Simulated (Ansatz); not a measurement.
Take HfO₂ (space group P4_2/nmc, No. 137; a = 3.567 Å, c = 5.166 Å) as the base.

One thing is altered: every lattice vector is shortened by 0.48 %, atoms relaxed at fixed cell.

Levels (all Ansatz, an electronic-structure program, PAW): PBEsol (420 eV, spin-orbit coupling left out); r2SCAN (500 eV, without spin-orbit coupling); HSE06 (420 eV, no spin-orbit coupling).

One geometry, relaxed with PBEsol, under each level:

```csv
level,band gap,lowest conduction level above the VBM at special points,pressure
PBEsol,4.54 eV,Γ 4.54 eV; X 5.01 eV; R 5.18 eV; Z 5.29 eV,3.12 GPa
r2SCAN,5.20 eV,Γ 5.20 eV; X 5.62 eV; R 5.79 eV; Z 5.92 eV,5.50 GPa
HSE06,6.32 eV,Γ 6.32 eV; X 6.80 eV; R 7.00 eV,–
```

Single points use the geometry relaxed with PBEsol. Their cutoffs differ, which shifts pressures a little. The hybrid gap comes from the SCF mesh plus the semilocal run's edge points and a few special points and is an upper bound. With Hf present, leaving out spin-orbit coupling can change the band edges. The cells carry an imposed strain or load. Whether these cells are dynamically stable was not tested. This is not the structure that HfO2 has at room temperature and ambient pressure.
